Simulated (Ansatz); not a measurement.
Ansatz (a first-principles code) run on Na2H4Pd (I4mm, 7 atoms in the cell): self-consistent single point.

Computed with LDA (PW92), default PAW files made with PBE (plane waves; Ansatz).

```
Na2H4Pd
1.0
   -2.65012     2.65012     3.25943
    2.65012    -2.65012     3.25943
    2.65012     2.65012    -3.25943
Na H Pd
2 4 1
Direct
  0.75000   0.25000   0.50000
  0.25000   0.75000   0.50000
  0.22018   0.22018   0.44036
  0.77982   0.77982   0.55964
  0.22018   0.77982   0.00000
  0.77982   0.22018   0.00000
  0.00767   0.00767   0.00000
```

Reference input (self-consistent single point, DFT, LDA (PW92), plane waves, default PAW files made with PBE): basis.ecutwfc = 420 eV; kpoints.mp_grid.grid = 7 7 7; hamiltonian.xc = lda; hamiltonian.pseudopotentials = {kind: paw} (the program's default PAW files); scf.occupations.method = fixed. This run's input differs from it in these lines:

Ansatz 0.2 input:
```diff
@@ -17,3 +17,3 @@
   mp_grid:
-    grid: [7, 7, 7]
+    grid: [14, 14, 14]
 hamiltonian:
```

Log, with long lists cut:

```
SCF iter   1: F=—  HF=-9842.172587 eV  |F-HF|=—  |Δ(HF+E_count)|=         —  Δρ=1.11e-2  dr2=7.35e-2  ethr=1.77e-3  ⟨swp⟩=4.6  Hψ=23452  notcnv=0  defer=1131
all-band conjugate gradients solve this SCF's bands
preconditioner: auto → Resta (q_TF=auto, 2.377 Å⁻¹)
SCF iter   2: F=—  HF=-9842.147398 eV  |F-HF|=—  |Δ(HF+E_count)|=   2.52e-2  Δρ=4.92e-3  dr2=1.74e-2  ethr=1.84e-4  ⟨swp⟩=2.9  Hψ=13489  notcnv=0  defer=1220
   [... lines left out ...]
SCF iter   4: F=—  HF=-9842.141127 eV  |F-HF|=—  |Δ(HF+E_count)|=   3.88e-4  Δρ=5.94e-4  dr2=3.32e-4  ethr=5.74e-6  ⟨swp⟩=2.0  Hψ=8337  notcnv=0  defer=1220
SCF iter   5: F=—  HF=-9842.141090 eV  |F-HF|=—  |Δ(HF+E_count)|=   3.68e-5  Δρ=1.91e-4  dr2=3.00e-5  ethr=8.30e-7  ⟨swp⟩=2.0  Hψ=8037  notcnv=0  defer=571
SCF iter   6: F=—  HF=-9842.141095 eV  |F-HF|=—  |Δ(HF+E_count)|=   5.35e-6  Δρ=3.42e-5  dr2=1.31e-6  ethr=7.51e-8  ⟨swp⟩=1.1  Hψ=6140  notcnv=0  defer=512
SCF iter   7: F=-9842.141095 eV  HF=-9842.141095 eV  |F-HF|=1.41e-8  |Δ(HF+E_count)|=   2.76e-7  Δρ=5.35e-6  dr2=4.03e-8  ethr=2.50e-10  ⟨swp⟩=9.1  Hψ=37366  notcnv=0
SCF 1 converged in 7 iterations: F = -9842.141095 eV  dr2 = 4.03e-8
Free energy (F): -9842.141095 eV
Internal energy: -9842.141095 eV  (E = F + TS)
E sigma→0 (E₀):  -9842.141095 eV
Fermi energy:    2.261950 eV
--- Forces (eV/Å), atoms counted from 1 ---
  atom   1  Na     0.00000000     0.00000000     0.02062489
  atom   2  Na    -0.00000000     0.00000000     0.02062489
  atom   3  H     -0.12276575    -0.12276575     0.08453149
  atom   4  H      0.12276575     0.12276575     0.08453149
  atom   5  H      0.12276575    -0.12276575     0.08453149
  atom   6  H     -0.12276575     0.12276575     0.08453149
  atom   7  Pd    -0.00000000     0.00000000    -0.37941697
--- Stress (GPa, compression-positive) ---
       -2.837682       0.000000       0.000000
        0.000000      -2.837682      -0.000000
        0.000000       0.000000      -1.558684
  P = ⅓ Tr σ = -2.4113 GPa (-24.113 kbar)
  The stress holds the Pulay correction. Without it, at fixed plane waves, as pw.x and ABINIT print it: P = -2.4910 GPa
```

The run converged in 7 iterations. Against the reference run the free energy hardly moves (within 1 meV/atom), the pressure stays at -2.41 GPa, the largest force stays at 0.379 eV/Å and the gap on the mesh goes from 2.240 to 2.088 eV.

The starting cell comes from a database of computed structures (which also holds hypothetical and non-ambient phases and stackings), without a prior relaxation at this level. Its lattice was rescaled by up to half a per cent. One atom was moved a little off its site on purpose. Ansatz's pressure includes its estimate of the finite-basis (Pulay) stress.

Cost on one core of a shared machine: roughly 40 s.
